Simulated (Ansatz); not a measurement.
Start from InSe in the beta-GaS type structure (space group P6_3/mmc, No. 194; a = 4.016 Å, c = 16.926 Å; layered, stacked along the Cartesian z axis).

Structures relaxed with r2SCAN+rVV10 (Ansatz, a first-principles code), no SOC, earlier PAW set.

Base:

Simulated powder pattern, Cu Kα1, λ = 1.54056 Å (kinematic, ideal powder, no thermal factors, no anomalous dispersion; the 8 strongest lines at most, above 2 %, up to 2θ = 90°):

| 2θ (°) | I/Imax (%) | hkl |
|---|---|---|
| 20.98 | 69 | (004) |
| 25.59 | 100 | (100) |
| 26.13 | 49 | (101) |
| 30.16 | 66 | (103) |
| 37.03 | 80 | (105) |
| 45.11 | 85 | (110) |
| 45.66 | 90 | (107) |
| 50.25 | 39 | (114) |

Modification: hydrostatic tension (pressure −1 GPa).

After the change:

Simulated powder pattern, Cu Kα1, λ = 1.54056 Å (kinematic, ideal powder, no thermal factors, no anomalous dispersion; the 8 strongest lines at most, above 2 %, up to 2θ = 90°):

| 2θ (°) | I/Imax (%) | hkl |
|---|---|---|
| 20.12 | 66 | (004) |
| 25.38 | 86 | (100) |
| 25.89 | 40 | (101) |
| 29.64 | 64 | (103) |
| 36.09 | 48 | (105) |
| 44.23 | 100 | (107) |
| 44.73 | 73 | (110) |
| 49.50 | 35 | (114) |

The indices refer to the base's conventional cell; one index is shown for lines that coincide.

Load acts through the strain it causes; cell and atoms are relaxed under it. Stability against distortions was not tested.
